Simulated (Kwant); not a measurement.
Model system: quantum point contact (saddle potential) in a GaAs two-dimensional gas. Effective mass 0.067 mₑ, grid spacing 5 nm, hard walls, nominal width 100 nm (19 grid rows, so walls 100 nm apart), one parabolic valley, scattering region 300 nm long along x; energies count from the band bottom; Fermi energy 0.00346 eV. Potential (V0 + ½k y²) cos²(πx/L) for |x| < L/2, with V0 swept from 0.003633 to 0 eV, k = 1.1e-05 eV/nm², L = 100 nm.

Constants are typed, rounded textbook-type inputs, not results; the design itself was drawn at random and stands for no fabricated device.

Kwant, effective-mass tight-binding model on a square grid, one spin, coherent transport at 0 K. Conductance is in e²/h.

Problem. Compare with the saddle-point formula G = Σ 1/(1 + exp(−2π(E − V0 − ħωy(n + ½))/ħωx)), taking ħωy = ħ√(k/m) and ħωx from the curvature along x of V0 plus half of the mode's confinement energy.

Solution. ħωy = 3.54 meV; at V0 = 2.95 meV the lowest mode has ħωx = 2.93 meV.

| V0 (meV) | formula | simulation |
|---|---|---|
| 3.42 | 0.030 | 0.028 |
| 2.95 | 0.064 | 0.062 |
| 2.47 | 0.14 | 0.14 |
| 2.00 | 0.32 | 0.32 |
| 1.53 | 0.61 | 0.62 |
| 1.05 | 0.87 | 0.88 |

The formula takes a parabolic saddle in the continuum; the run has the full potential on a grid.
